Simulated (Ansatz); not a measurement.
Fermi-surface data of AuAl (Pm-3m)

Consider the following.

```yaml
crystal:
  lattice:
    - [3.17577, 0.00000, 0.00000]
    - [0.00000, 3.17577, 0.00000]
    - [0.00000, 0.00000, 3.17577]
  atoms:
    - { symbol: Al, position: [0.00000, 0.00000, 0.00000] }
    - { symbol: Au, position: [0.50000, 0.50000, 0.50000] }
```

Computed with PBEsol, rigid bands (plane waves, PAW, scalar-relativistic; Ansatz, a program for electronic structure). How the cell was made: cell and atoms relaxed with PBEsol.

```yaml
density of states at the Fermi level: 0.705 states/(eV·cell), both spins
bare Sommerfeld coefficient: 0.83 mJ/(mol of atoms·K²)
drude_plasma_energy: 8.7 eV
root-mean-square Fermi velocity: 1.1e6 m/s
resistivity times τ: 6.4 ×10⁻²² Ω·m·s
```

A metal at this level (no band gap); rigid bands, thermally averaged at 300 K, both spins. Spin-orbit coupling is left out, which matters with elements this heavy. τ is one relaxation time for all states.

Computed structure with no diffraction record at hand here (it may be known, metastable or hypothetical): AuAl (Pm-3m).
